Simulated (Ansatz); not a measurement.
BN (P6_3mc), PBE, rigid bands (Ansatz, an electronic-structure program). Band gap 5.19 eV, N_c = 1.40e19 cm⁻³ and N_v = 4.76e19 cm⁻³ at 300 K, conductivity masses along z (a = (2.54, 0.00, 0.00) Å; b = (-1.27, 2.20, 0.00) Å; c = (0.00, 0.00, 4.20) Å) of 0.308 mₑ (electrons) and 1.29 mₑ (holes). Take k_BT = 0.02585 eV.

Question: What thermal injection velocity √(2k_BT/πm) limits a ballistic channel along the direction named?

Answer: 9.69e6 cm/s for electrons and 4.74e6 cm/s for holes, a ratio of √(m_h/m_e) = 2.05, for dilute carriers.

Question: A film of it is 3 nm thick, with its normal along the direction named. Estimate the confinement energies in an infinite well.

Answer: ħ²π²/(2m t²) = 0.376 eV·nm²/(m/mₑ × t²) gives 136 meV for electrons and 32.4 meV for holes, so the gap would widen to about 5.36 eV. Finite barriers and nonparabolic bands lower this, and with several valleys or bands the heaviest mass along the normal sets the lowest level, not this average.

Question: Find the intrinsic carrier density and the intrinsic Fermi level.

Answer: n_i = √(N_c N_v) exp(−E_g/2k_BT) = 2.58e19 × exp(−100.38) = 6.6e-25 cm⁻³. The level lies (k_BT/2) ln(N_v/N_c) = 16 meV from mid-gap (positive towards the conduction band). Each 0.1 eV added to the gap lowers n_i by a factor of 6.9.

Rigid bands with the computed gap; masses take one relaxation time for all states. Spin-orbit coupling is left out. Geometry: cell and atoms relaxed with PBEsol.
